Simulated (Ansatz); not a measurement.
Take Sn in the diamond structure (space group Fd-3m, No. 227; relaxed with 0.1 eV smearing) as the base.

```xyz
2
Lattice="0.0000 3.2705 3.2705 3.2705 0.0000 3.2705 3.2705 3.2705 0.0000" Properties=species:S:1:pos:R:3 pbc="T T T"
Sn     1.6352     1.6352     1.6352
Sn     0.0000     0.0000     0.0000
```

Cartesian axes are those of the cell as printed.

Computed with Ansatz (an electronic-structure program), PBEsol, PAW, cutoff 420 eV, no spin-orbit coupling.

For the base:

| Quantity | Value |
|---|---|
| Volume per atom | 34.98 Å³ |

Perturbation: uniaxial stress, 1 GPa tension along z; all other stress components relax to zero.

Question: Predict the new volume per atom.

Answer: The volume per atom goes up by 0.28 Å³ (34.98 Å³ → 35.26 Å³).

Load acts through the strain it causes; cell and atoms are relaxed under it. Beyond what the load breaks, stability against distortions was not tested.
